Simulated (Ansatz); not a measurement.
**W2Si (model structure, started from the Cu2Sb type, P4/nmm, No. 129, 6 atoms in the cell)**

Calculation: PBEsol (plane waves, PAW; Ansatz, a first-principles code).

Settings: plane-wave cutoff 500 eV, 10×10×6 k mesh (along the axes of the cell as run), Fermi–Dirac smearing 0.05 eV, no spin polarisation, scalar-relativistic PAW data made under PBE.

Cell (relaxed at this level):

W2Si has the tetragonal space group P4/nmm, origin choice 1 (No. 129), Pearson symbol tP6. Lattice parameters: a = 3.6568 Å, b = 3.6568 Å, c = 6.7113 Å, α = 90.00°, β = 90.00°, γ = 90.00°. W1 on 2a is coordinated by 4 W at 2.586 Å and 4 W at 2.930 Å and 4 Si at 2.650 Å. W2 on 2c has 5 Si at 2.503–2.612 Å and 4 W at 2.930 Å. Si on 2c sees 9 W at 2.503–2.650 Å. (Neighbours: up to the widest gap in distance over summed covalent radii, below 1.35, at either atom; cation-cation and far metal-metal contacts left out.)

```
Item             Result
--------  -------------
band gap  zero (no gap)
```

Note: the relaxation could raise the start's symmetry but not lower it, so the cell can be a saddle point.

Spin–orbit coupling is not included.

Static lattice: no zero-point or thermal effects.

A model structure was made by putting elements into a prototype or built by hand; it is no filed structure, need not be a known phase, and can be a saddle point held by its symmetry.
